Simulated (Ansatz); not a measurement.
Consider CdSe in the wurtzite structure (space group P6_3mc, No. 186; a = 4.340 Å, c = 7.078 Å).

Now apply this change: every lattice vector is shortened by 1.51 %, atoms relaxed at fixed cell.

Levels (all Ansatz, an electronic-structure program, PAW): r2SCAN (500 eV, no spin-orbit coupling); HSE06 (420 eV, no SOC).

The geometry is relaxed with r2SCAN.

```
Quantity          Result
---------------  -------
r2SCAN band gap  1.21 eV
```

What does HSE06 give at this geometry for the band gap?

The band gap grows by 0.45 eV, from 1.21 eV to 1.66 eV.

Single points use the geometry relaxed with r2SCAN. The cells carry an imposed strain or load. No phonon test of stability was made.
